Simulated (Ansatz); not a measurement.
The starting structures come from a database of crystals and need not be the phases stable at ambient conditions.

 Where the default PAW files enter, the runs use the earlier of Ansatz's two default sets.

Tunnelling through a barrier is set by its complex band structure: the current falls as exp(−2κd) with the smallest κ.

Given:

```
CELL_PARAMETERS angstrom
      4.81341     0.00000     0.00000
      0.00000     7.98458     0.00000
      0.00000     3.38911     3.94646
ATOMIC_POSITIONS crystal
  Li 0.49028 0.00000 0.84214
  Li 0.99028 0.50000 0.65786
  Li 0.49094 0.74847 0.57925
  Li 0.99094 0.75153 0.92075
  Li 0.49094 0.25153 0.07619
  Li 0.99094 0.24847 0.42381
  P  0.49902 0.50000 0.32544
  P  0.99902 0.00000 0.17456
  O  0.89206 0.20870 0.10450
  O  0.39206 0.29130 0.39550
  O  0.89206 0.79130 0.52190
  O  0.39206 0.70870 0.97810
  O  0.39694 0.50000 0.60647
  O  0.89694 0.00000 0.89353
  O  0.81886 0.50000 0.31982
  O  0.31886 0.00000 0.18018
```

Space group of this cell: Pmn2_1. The cell is taken as given; by r2SCAN its mean pressure is 1.2 GPa.

Transport runs along the normal of the first two printed cell vectors.

No gap correction and no spin-orbit coupling; mid-gap values are interpolated between computed energies.

**Question.** Give the band gap and the smallest decay constant κ at mid-gap that r2SCAN run with Ansatz (a program for electronic structure) yields.

**Answer.** Gap 6.89 eV on a 6×8×8 mesh; κ = 0.532 1/Å, at the zone centre.
